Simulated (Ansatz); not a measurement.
System: B20 (FeSi-type) CoSi. Method: PBE in Ansatz (PAW).

Settings: plane-wave cutoff 520 eV, 12×12×12 k mesh, Fermi–Dirac smearing 0.05 eV, no spin polarisation, scalar-relativistic PAW data made under PBE.

Computed at the level's own relaxed cell.

### Question
What does this level give for the equilibrium lattice constant a?

### Answer

* **equilibrium lattice constant a**: 4.431 Å

The run finds no gap.

Measured, for comparison: lattice constant a 4.444 Å (temperature not stated, no zero-point or thermal correction; as tabulated in Wikipedia's data pages). Computed (rounded) less measured: lattice constant a -0.3 %.

The computed numbers hold no vibrational or temperature effects.

Computing time: about 7 core-minutes (a rough figure).

Ansatz is a quantum-chemistry and plane-wave program.
